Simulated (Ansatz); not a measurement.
Consider O vacancy in corundum, neutral cell. All values below come from HSE06, atoms relaxed with HSE06 at the PBE lattice, PAW (plane waves to 420 eV; Ansatz, a program for electronic structure).

270-site cell at the relaxed PBE lattice, the Γ point alone, smearing 0.01 eV, spin-restricted, no finite-size correction. Static, classical nuclei. The charge state is imposed; whether it is stable for some Fermi level was not computed. Forms of the defect that were not tried may lie lower.

Relaxed starting cell (atoms counted from 1):

```xyz
269
Lattice="14.4263 0.0000 0.0000 -7.2131 12.4935 0.0000 0.0000 0.0000 13.1251" Properties=species:S:1:pos:R:3 pbc="T T T"
Al    -0.0047     0.0005     4.6202
Al    -2.4055     4.1679     4.6205
Al    -4.8142     8.3521     4.6225
Al     4.8277    -0.0011     4.6354
Al     2.4007     4.1653     4.6206
Al    -0.0018     8.3291     4.6203
Al     9.6178     0.0028     4.6215
Al     7.2096     4.1661     4.6209
Al     4.8071     8.3295     4.6204
Al     2.4308     1.3261     2.4757
Al     0.0005     5.5520     2.4331
Al    -2.4116     9.7197     2.4317
Al     7.2181     1.3910     2.4303
Al     4.8030     5.5507     2.4345
Al     2.4033     9.7168     2.4323
Al    12.0191     1.3902     2.4335
Al     9.6158     5.5565     2.4337
Al     7.2109     9.7197     2.4335
Al    -0.0023     2.7764     4.1295
Al    -2.4101     6.9453     4.1285
Al    -4.7825    11.1696     4.0877
Al     4.8015     2.7764     4.1313
Al     2.4026     6.9396     4.1293
Al     0.0050    11.1051     4.1327
Al     9.6164     2.7793     4.1307
Al     7.2136     6.9440     4.1299
Al     4.8060    11.1058     4.1295
Al     2.4022     1.3897     6.3177
Al    -0.0026     5.5545     6.3175
Al    -2.4041     9.7170     6.3192
Al     7.2159     1.3925     6.3209
Al     4.8073     5.5544     6.3173
Al     2.4045     9.7171     6.3172
Al    12.0200     1.3902     6.3175
Al     9.6145     5.5584     6.3146
Al     7.2140     9.7212     6.3146
O      0.9318     4.1622     3.2816
O     -1.4733     8.3337     3.2806
O      8.1434     0.0013     3.2815
O      5.7399     4.1624     3.2824
O      3.3356     8.3284     3.2813
O     12.9479     0.0013     3.2815
O     10.5488     4.1676     3.2817
O      8.1449     8.3339     3.2814
O      0.7255     1.2716     3.2830
O     -1.6710     5.4409     3.2813
O     -4.0754     9.6132     3.2793
O      5.5304     1.2647     3.2828
O      3.1371     5.4337     3.2845
O      0.7326     9.6049     3.2807
O     10.3493     1.2751     3.2817
O      7.9460     5.4392     3.2812
O      5.5407     9.6026     3.2812
O      1.4682     2.7785     5.4700
O     -0.9365     6.9438     5.4690
O     -3.3329    11.1161     5.4695
O      6.2761     2.7743     5.4678
O      3.8727     6.9413     5.4690
O      1.4710    11.1063     5.4693
O     11.0860     2.7795     5.4692
O      8.6817     6.9472     5.4672
O      6.2751    11.1073     5.4689
O     -0.7376     4.0523     5.4694
O     -3.1412     8.2202     5.4671
O     -5.5492    12.3873     5.4702
O      4.0717     4.0478     5.4707
O      1.6670     8.2157     5.4689
O     -0.7272    12.3805     5.4707
O      8.8795     4.0525     5.4687
O      6.4756     8.2165     5.4690
O      4.0708    12.3806     5.4698
O     -0.7388     1.5051     5.4700
O     -3.1423     5.6714     5.4677
O     -5.5445     9.8415     5.4744
O      4.0699     1.4970     5.4617
O      1.6666     5.6687     5.4694
O     -0.7365     9.8361     5.4661
O      8.8817     1.5053     5.4695
O      6.4760     5.6683     5.4692
O      4.0715     9.8325     5.4684
O     -1.6724     2.8934     3.2818
O     -4.0760     7.0624     3.2785
O     -6.4876    11.2244     3.2800
O      3.1377     2.8828     3.2837
O      0.7328     7.0568     3.2819
O     -1.6828    11.2313     3.2802
O      7.9458     2.8912     3.2823
O      5.5421     7.0551     3.2817
O      3.1362    11.2209     3.2813
Al     2.4019     1.3879     8.9958
Al    -0.0009     5.5531     8.9962
Al    -2.4062     9.7193     8.9960
Al     7.2117     1.3892     8.9979
Al     4.8071     5.5541     8.9964
Al     2.4035     9.7178     8.9963
Al    12.0212     1.3901     8.9960
Al     9.6165     5.5556     8.9946
Al     7.2116     9.7193     8.9944
Al    -0.0021     2.7779     6.8083
Al    -2.4063     6.9428     6.8072
Al    -4.8152    11.1039     6.7950
Al     4.8090     2.7801     6.8114
Al     2.4026     6.9414     6.8083
Al     0.0020    11.1063     6.8119
Al     9.6177     2.7803     6.8087
Al     7.2115     6.9447     6.8077
Al     4.8079    11.1068     6.8086
Al    -0.0014     0.0014     8.5044
Al    -2.4059     4.1667     8.5047
Al    -4.8101     8.3329     8.5032
Al     4.8047     0.0010     8.5039
Al     2.4025     4.1651     8.5055
Al    -0.0013     8.3294     8.5052
Al     9.6176     0.0017     8.5051
Al     7.2129     4.1675     8.5050
Al     4.8079     8.3305     8.5045
Al    -0.0015     2.7768    10.6938
Al    -2.4061     6.9420    10.6917
Al    -4.8112    11.1082    10.6923
Al     4.8069     2.7768    10.6921
Al     2.4033     6.9405    10.6935
Al    -0.0014    11.1069    10.6902
Al     9.6167     2.7782    10.6919
Al     7.2122     6.9430    10.6919
Al     4.8081    11.1059    10.6921
O      0.9320     1.3911     7.6579
O     -1.4723     5.5549     7.6561
O     -3.8740     9.7204     7.6547
O      5.7410     1.3891     7.6551
O      3.3371     5.5531     7.6566
O      0.9328     9.7177     7.6567
O     10.5496     1.3907     7.6568
O      8.1457     5.5557     7.6557
O      5.7404     9.7188     7.6568
O      3.1394     2.6622     7.6550
O      0.7338     6.8275     7.6566
O     -1.6682    10.9928     7.6564
O      7.9472     2.6639     7.6563
O      5.5422     6.8275     7.6562
O      3.1381    10.9916     7.6566
O     12.7551     2.6639     7.6569
O     10.3514     6.8295     7.6555
O      7.9451    10.9938     7.6564
O      1.4686     0.0013     9.8441
O     -0.9356     4.1660     9.8443
O     -3.3392     8.3311     9.8440
O      6.2776     0.0013     9.8440
O      3.8739     4.1649     9.8441
O      1.4691     8.3297     9.8448
O     11.0864     0.0013     9.8441
O      8.6822     4.1664     9.8433
O      6.2775     8.3300     9.8438
O     -0.7371     1.2748     9.8440
O     -3.1411     5.4400     9.8436
O     -5.5446     9.6044     9.8438
O      4.0721     1.2744     9.8434
O      1.6683     5.4388     9.8440
O     -0.7366     9.6039     9.8440
O      8.8810     1.2751     9.8445
O      6.4767     5.4394     9.8440
O      4.0717     9.6031     9.8443
O      1.6686     2.8916     9.8443
O     -0.7365     7.0567     9.8441
O     -3.1411    11.2216     9.8447
O      6.4765     2.8922     9.8441
O      4.0721     7.0561     9.8445
O      1.6679    11.2210     9.8436
O     11.2848     2.8929     9.8439
O      8.8814     7.0573     9.8441
O      6.4761    11.2213     9.8441
O      3.1370     0.1150     7.6545
O      0.7335     4.2807     7.6572
O     -1.6696     8.4454     7.6559
O      7.9481     0.1169     7.6578
O      5.5438     4.2809     7.6569
O      3.1381     8.4443     7.6565
O     12.7547     0.1168     7.6569
O     10.3513     4.2826     7.6561
O      7.9461     8.4456     7.6582
Al     0.0009     2.7748     0.2484
Al    -2.4058     6.9417     0.2457
Al    -4.8109    11.1064     0.2453
Al     4.8090     2.7791     0.2438
Al     2.4014     6.9376     0.2484
Al     0.0028    11.1035     0.2421
Al     9.6176     2.7790     0.2458
Al     7.2106     6.9415     0.2455
Al     4.8069    11.1059     0.2455
Al    -0.0014     0.0012    11.1837
Al    -2.4052     4.1656    11.1836
Al    -4.8106     8.3309    11.1827
Al     4.8047     0.0016    11.1842
Al     2.4030     4.1631    11.1849
Al    -0.0003     8.3286    11.1831
Al     9.6176     0.0009    11.1830
Al     7.2118     4.1666    11.1829
Al     4.8073     8.3293    11.1834
Al     2.3979     1.3922    12.8933
Al    -0.0016     5.5514    12.8804
Al    -2.4041     9.7160    12.8767
Al     7.2151     1.3897    12.8762
Al     4.8068     5.5532    12.8809
Al     2.4046     9.7157    12.8795
Al    12.0210     1.3893    12.8796
Al     9.6157     5.5547    12.8798
Al     7.2110     9.7181    12.8798
Al    -0.0047     0.0021     1.9428
Al    -2.4060     4.1666     1.9426
Al    -4.8124     8.3308     1.9424
Al     4.8277     0.0037     1.9276
Al     2.3989     4.1438     1.9405
Al    -0.0035     8.3299     1.9422
Al     9.6178    -0.0002     1.9415
Al     7.2114     4.1669     1.9427
Al     4.8076     8.3281     1.9425
O     -1.4728     2.7772    12.0313
O     -3.8760     6.9430    12.0315
O     -6.2812    11.1050    12.0303
O      3.3392     2.7757    12.0334
O      0.9326     6.9404    12.0324
O     -1.4722    11.1070    12.0330
O      8.1459     2.7784    12.0314
O      5.7409     6.9412    12.0320
O      3.3365    11.1053    12.0313
O      0.7329     4.0505    12.0299
O     -1.6693     8.2152    12.0312
O     -4.0762    12.3811    12.0336
O      5.5436     4.0506    12.0322
O      3.1382     8.2135    12.0320
O      0.7350    12.3791    12.0303
O     10.3512     4.0518    12.0316
O      7.9466     8.2153    12.0309
O      5.5416    12.3793    12.0312
O      3.8802     1.3800     1.0935
O      1.4686     5.5488     1.0958
O     -0.9371     9.7218     1.0952
O      8.6841     1.3898     1.0937
O      6.2766     5.5523     1.0940
O      3.8729     9.7165     1.0938
O     13.4882     1.3887     1.0941
O     11.0858     5.5548     1.0940
O      8.6813     9.7176     1.0931
O      1.6686     2.6546     1.0886
O     -0.7371     6.8278     1.0938
O     -3.1432    10.9991     1.1013
O      6.4767     2.6600     1.0969
O      4.0708     6.8246     1.0953
O      1.6685    10.9908     1.0936
O     11.2846     2.6635     1.0946
O      8.8797     6.8274     1.0936
O      6.4743    10.9909     1.0930
O      1.6640     0.1087     1.0928
O     -0.7375     4.2796     1.0940
O     -3.1415     8.4482     1.0923
O      6.4859     0.1155     1.0924
O      4.0719     4.2759     1.0960
O      1.6663     8.4436     1.0944
O     11.2840     0.1155     1.0932
O      8.8801     4.2803     1.0941
O      6.4755     8.4437     1.0936
O      0.7319     1.5022    12.0317
O     -1.6710     5.6686    12.0320
O     -4.0737     9.8339    12.0331
O      5.5449     1.5032    12.0317
O      3.1382     5.6665    12.0326
O      0.7340     9.8322    12.0318
O     10.3512     1.5045    12.0315
O      7.9469     5.6686    12.0315
O      5.5420     9.8321    12.0312
```

End state 1 differs by these moves (Å; atoms that move under 0.08 Å are left out):

```json
[
 {"atom": "10", "element": "Al", "Δx": "-0.02", "Δy": "0.07", "Δz": "-0.04"},
 {"atom": "13", "element": "Al", "Δx": "-0.08", "Δy": "0.01", "Δz": "0.05"},
 {"atom": "21", "element": "Al", "Δx": "-0.03", "Δy": "-0.07", "Δz": "0.05"},
 {"atom": "22", "element": "Al", "Δx": "0.05", "Δy": "-0.05", "Δz": "-0.04"},
 {"atom": "48", "element": "O", "Δx": "-2.18", "Δy": "-1.26", "Δz": "0.00"}
]
```

### Question
Predict the forward and backward barriers to end state 1 from HSE06, atoms relaxed with HSE06 at the PBE lattice, PAW.

### Answer
forward 3.92 eV, backward 3.92 eV; at the saddle point atom 48 has neighbours 2 Al at 1.79, 2 Al at 2.08 Å. The saddle point's order was not checked, and it lies on a symmetry element of the cell, where a band can be held.

End state 2 differs by these moves (Å; atoms that move under 0.08 Å are left out):

```csv
atom,element,Δx,Δy,Δz
4,Al,-0.06,0.06,0.03
10,Al,-0.03,0.06,-0.04
21,Al,-0.03,-0.07,0.04
28,Al,0.07,-0.01,-0.04
75,O,-0.74,-1.50,-2.18
```

### Question
Give the forward and backward barriers to end state 2 at the level HSE06, atoms relaxed with HSE06 at the PBE lattice, PAW.

### Answer
forward 4.59 eV, backward 4.59 eV; at the saddle point atom 75 has neighbours Al at 1.77, Al at 2.02, Al at 2.11, Al at 2.30 Å. The saddle point's order was not checked.
